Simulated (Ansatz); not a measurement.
Functionals compared on a constructed model of the (111) surface of fcc Pd, a pseudomorphic layer of Pt in the host's stacking (bottom of the slab: a bare face, its two planes held), in Ansatz (plane waves, PAW). The structure was relaxed with PBE; the other rows are single points on it. Cutoff 420 eV (500 eV for r2SCAN).

Slab: 7 atoms, 13.8 Å thick at the start; k 15x15x1, smearing 0.1 eV, dipole-corrected; 2 atoms held, the rest relaxed; symmetry of the start imposed; no spin, no spin-orbit, no U. In PBE it is, or lies within 0.01 eV a 1x1 cell of, the lowest of the 2 structures of its composition computed so far; larger cells were not tried. These notes are the PBE run's.

```json
[
 {"functional": "PBE", "work function of the top face (eV)": "5.72", "rough cost of the single point": "–"},
 {"functional": "RPBE", "work function of the top face (eV)": "5.55", "rough cost of the single point": "very roughly 30 core-seconds"},
 {"functional": "r2SCAN", "work function of the top face (eV)": "5.79", "rough cost of the single point": "roughly 120 core-seconds"}
]
```

Ansatz is an electronic-structure program.
